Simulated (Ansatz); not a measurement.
Base system: InP in the zinc blende structure (space group F-43m, No. 216; a = 5.907 Å). Axes: x, y, z lie along the cube axes.

Method: r2SCAN/PAW in Ansatz (a program for electronic structure), no spin-orbit coupling.

Free-standing slabs (2 atom(s) a layer) normal to [110] with 15 Å of vacuum; in-plane cell held at bulk.

One change was made to it. Results:

```tsv
quantity	base	after
gap character	–	indirect, Γ → X
band gap	1.03 eV	1.39 eV
```

### Question
Which change produced these results?
A. 2 layers
B. 5 layers
C. 1 layer

### Answer
B, 5 layers. For comparison, the band gap in the other runs: 2 layers gives 2.10 eV; 1 layer gives 0.32 eV.

Stability against distortions was not tested. k-point labels follow each cell's own Brillouin zone.
